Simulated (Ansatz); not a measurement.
How far PBE and r2SCAN part for SnO2, pressure 45 GPa

The parent structure is SnO$_{2}$ in the rutile structure (space group P4_2/mnm, No. 136; a = 4.8275 Å, c = 3.2382 Å).

(Cell as relaxed with PBE.)

Levels (all Ansatz, a program for electronic structure, PAW): PBE (420 eV, no spin-orbit coupling); r2SCAN (500 eV, spin-orbit coupling left out).

Each level relaxes its own structure.

```json
[
 {"base": "volume per atom", "PBE": "12.58 Å³", "r2SCAN": "12.09 Å³"},
 {"base": "lattice parameter a", "PBE": "4.828 Å", "r2SCAN": "4.760 Å"}
]
```

Perturbation: cell and atoms relaxed at a pressure of 45 GPa.

```tsv
quantity	PBE	r2SCAN
c/a ratio	0.697	0.694
lattice parameter a	4.500 Å	4.477 Å
```

PBE's c/a ratio lies 0.003 above r2SCAN's; PBE's lattice parameter a lies 0.0238 Å above r2SCAN's (0.5 %). Neither level is exact; r2SCAN is the comparison here, not a measurement.

Load acts through the strain it causes; cell and atoms are relaxed under it. Stability against distortions was not tested. Competing high-pressure phases were not computed.
